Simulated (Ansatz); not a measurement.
Take TlBiS2 (space group R-3m, No. 166) as the base.

```yaml
crystal:
  lattice:
    - [2.04267, 1.17933, 7.23198]
    - [-2.04267, 1.17933, 7.23198]
    - [0.00000, -2.35867, 7.23198]
  atoms:
    - { symbol: Tl, position: [0.50000, 0.50000, 0.50000] }
    - { symbol: Bi, position: [0.00000, 0.00000, 0.00000] }
    - { symbol: S, position: [0.26124, 0.26124, 0.26124] }
    - { symbol: S, position: [0.73876, 0.73876, 0.73876] }
```

Method: DFT with PBEsol, PAW potentials and a 420 eV plane-wave cutoff in Ansatz (a quantum-chemistry and plane-wave program), no SOC.

Before the change:

| Item | Value |
|---|---|
| c/a ratio | 5.311 |
| Lattice parameter a | 4.085 Å |

Modification: a hydrostatic pressure of 2.1 GPa.

Problem. Estimate the effect on the c/a ratio and lattice parameter a.

Solution. The c/a ratio decreases by 0.031, from 5.311 to 5.280; the lattice parameter a decreases by 0.047 Å to 4.038 Å.

Load acts through the strain it causes; cell and atoms are relaxed under it. Whether these cells are dynamically stable was not tested. All final runs are without spin polarisation.
